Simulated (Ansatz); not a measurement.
Functionals compared on a constructed model of the (111) surface of fcc Au, a pseudomorphic layer of Al in the host's stacking (bottom of the slab: a bare face, its two planes held), in Ansatz (plane waves, PAW). The structure was relaxed with PBE; the other rows are single points on it. Cutoff 420 eV (500 eV for r2SCAN).

Slab: 7 atoms, 14.1 Å thick at the start; k 15x15x1, smearing 0.1 eV, dipole-corrected; 2 atoms held, the rest relaxed; start symmetry kept, larger cells not searched; no spin, no spin-orbit, no U. It is one candidate, not shown to be the stable structure of the face. These notes are the PBE run's.

```
functional  work function of the top face (eV)          rough cost of the single point
----------  ----------------------------------  --------------------------------------
PBE                                       4.34                                       –
RPBE                                      4.26            very roughly 18 core-seconds
r2SCAN                                     ___  about 40 core-seconds (a rough figure)
```

### Question
Fill in the missing entries.

### Answer

- r2SCAN, work function of the top face (eV): 4.38

Ansatz is an electronic-structure program.
